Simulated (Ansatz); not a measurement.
The reference is BN in the h-BN type structure (space group P6_3/mmc, No. 194; a = 2.5058 Å, c = 6.6162 Å; layered, stacked along the Cartesian z axis).

Method: Ansatz (a quantum-chemistry and plane-wave program), PBE-D3(BJ), PAW, cutoff 420 eV, scalar-relativistic without spin-orbit coupling, earlier PAW set.

Before the change:

| Quantity | Value |
|---|---|
| Width of the top valence band | 3.22 eV |
| Band gap | 4.24 eV |

The change: every lattice vector is stretched by 5.63 %; the atoms relax in the strained cell.

Question: How does this affect the width of the top valence band?

Answer: The width of the top valence band drops by 0.074 eV, from 3.22 eV to 3.14 eV.

Question: What happens to the band gap?

Answer: The band gap falls by 0.22 eV (4.24 eV → 4.02 eV).

Question: Predict the new energy relative to the base.

Answer: The energy rises by 168 meV/atom.

Whether these cells are dynamically stable was not tested.
